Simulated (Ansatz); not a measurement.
Start from SrTiO3 in the cubic perovskite structure (space group Pm-3m, No. 221).

```
CELL_PARAMETERS angstrom
      3.89114     0.00000     0.00000
      0.00000     3.89114     0.00000
      0.00000     0.00000     3.89114
ATOMIC_POSITIONS crystal
  Sr 0.00000 0.00000 0.00000
  Ti 0.50000 0.50000 0.50000
  O  0.50000 0.00000 0.50000
  O  0.00000 0.50000 0.50000
  O  0.50000 0.50000 0.00000
```

Cartesian axes are those of the cell as printed.

Method: Kohn–Sham DFT with the PBEsol functional, run in Ansatz (an electronic-structure program) with PAW and 420 eV plane waves, no spin-orbit coupling.

For the base:

| Property | Value |
|---|---|
| Band gap | 1.85 eV |
| Pressure | -0.01 GPa |

Perturbation: biaxial strain −1.80 %, plane normal [001], relaxed out of plane (Cartesian); in-plane vectors clamped, the third vector and the atoms free.

### Question
What happens to the energy relative to the base, band gap, ratio −ε⊥/ε∥ and pressure?

### Answer
The energy rises by 9.9 meV/atom; the band gap shrinks by 0.02 eV, from 1.85 eV to 1.83 eV; the ratio −ε⊥/ε∥ comes out as 0.63; the pressure (mean of the normal stresses, compression positive) increases by 5.201 GPa to 5.20 GPa.

No phonon test of stability was made. All final runs are without spin polarisation. Many cubic perovskites are stable only at high temperature; tilts and polar distortions were not tested.
